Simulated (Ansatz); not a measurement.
Start from Al$_{2}$Au (space group Fm-3m, No. 225; a = 6.003 Å; relaxed with 0.1 eV smearing). Axes: x, y, z lie along the cube axes.

The values are results of PBEsol, PAW, 420 eV (Ansatz, an electronic-structure program; spin-orbit coupling left out), not measurements.

It is then changed as follows: uniaxial strain ε_zz = +1.00 %, all other strain components held at zero; the atoms relax in the strained cell.

Problem. Predict the stress tensor and what it implies for the stiffness.

Solution. Stress of the strained cell less that of the base (GPa, compression positive):
```
   -0.9     0.0     0.0
    0.0    -0.9     0.0
    0.0     0.0    -1.5
```

Then −Δσ_ii/ε with ε = 0.0100 gives relaxed-ion elastic constants: C33 ≈ 149 GPa, C13 ≈ 93 GPa and C23 ≈ 93 GPa.

Whether these cells are dynamically stable was not tested.
